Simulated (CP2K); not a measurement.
Worked example: self-consistent single point of Sb (Im-3m, 1 atom in the cell) in CP2K.

Computed with LDA (Pade form), GPW, DZVP-MOLOPT-SR-GTH basis, GTH-PADE potentials (GTH_POTENTIALS) (CP2K 2026.2).

```yaml
crystal:
  lattice:
    - [3.22505, 0.00000, 0.00000]
    - [-1.07502, 3.04061, 0.00000]
    - [-1.07502, -1.52030, 2.63324]
  atoms:
    - { symbol: Sb, position: [0.00000, 0.00000, 0.00000] }
```

Reference input (self-consistent single point, DFT LDA (Pade form), GPW, DZVP-MOLOPT-SR-GTH basis, GTH-PADE potentials (GTH_POTENTIALS)): CUTOFF = 400 Ry; REL_CUTOFF = 50 Ry; SMEAR/METHOD = GAUSSIAN; SIGMA = 0.1 eV; KPOINTS/SCHEME = MONKHORST-PACK 6 6 6; GAMMA_CENTERED = T; XC_FUNCTIONAL = PADE; Sb/BASIS_SET = DZVP-MOLOPT-SR-GTH-q5; Sb/POTENTIAL = GTH-PADE-q5; METHOD = GPW; EPS_DEFAULT = 1e-10; NGRIDS = 4. This run's input differs from it in these lines:

```diff
@@ -36,3 +36,3 @@
         METHOD GAUSSIAN
-        SIGMA [eV] 0.1
+        SIGMA [eV] 0.3
       &END SMEAR
@@ -40,3 +40,3 @@
     &KPOINTS
-      SCHEME MONKHORST-PACK 6 6 6
+      SCHEME MONKHORST-PACK 16 16 16
       GAMMA_CENTERED T
```

Log, with long lists cut:

```
 SCF WAVEFUNCTION OPTIMIZATION

  Step     Update method      Time    Convergence         Total energy    Change
     1 NoMix/Diag. 0.20E+00      -     0.29455471        -5.6758353736 -5.68E+00
     2 Broy./Diag. 0.20E+00      -     0.00220479        -5.6695586669  6.28E-03
     3 Broy./Diag. 0.20E+00      -     0.01297397        -5.6117658390  5.78E-02
     4 Broy./Diag. 0.20E+00      -     0.00026705        -5.6029786433  8.79E-03
     5 Broy./Diag. 0.20E+00      -     0.00061622        -5.5971013400  5.88E-03
     6 Broy./Diag. 0.20E+00      -     0.00000296        -5.5967490394  3.52E-04
     7 Broy./Diag. 0.20E+00      -     0.00000799        -5.5967174077  3.16E-05
     8 Broy./Diag. 0.20E+00      -     0.00000035        -5.5967111923  6.22E-06
  *** SCF run converged in     8 steps ***

  Overlap energy of the core charge distribution:               0.00000000000458
  Self energy of the core charge distribution:                -11.95316914296094
  Core Hamiltonian energy:                                      2.45264151622369
  Hartree energy:                                               5.31262297137584
  Exchange-correlation energy:                                 -1.40777669394125
  Smearing free energy correction:                             -0.00102984303333
  Fermi energy:                                                 0.23838458053280

  Total energy:                                                -5.59671119232593
  Total energy (extrapolated to sigma->0):                     -5.59619627080926

                     Mulliken Population Analysis

   [... lines left out ...]

 STRESS| Analytical stress tensor [bar]
 STRESS|                        x                   y                   z
 STRESS|      x        7.76707727157E+03  -9.53673112880E-02  -3.79005587739E-02
 STRESS|      y       -9.53673112880E-02   7.76638490885E+03  -1.13352023142E-02
 STRESS|      z       -3.79005587739E-02  -1.13352023142E-02   7.76641467722E+03
 STRESS| 1/3 Trace                                             7.76662561921E+03
```

The run converged in 8 iterations. Against the reference run the free energy falls by 76.4 meV/atom and the pressure goes from 2.11 to 0.78 GPa.

The starting cell comes from a database of computed structures (which also holds hypothetical and non-ambient phases and stackings), without a prior relaxation at this level. Its lattice was rescaled by up to half a per cent. Values carry the incompleteness of an atom-centred basis.
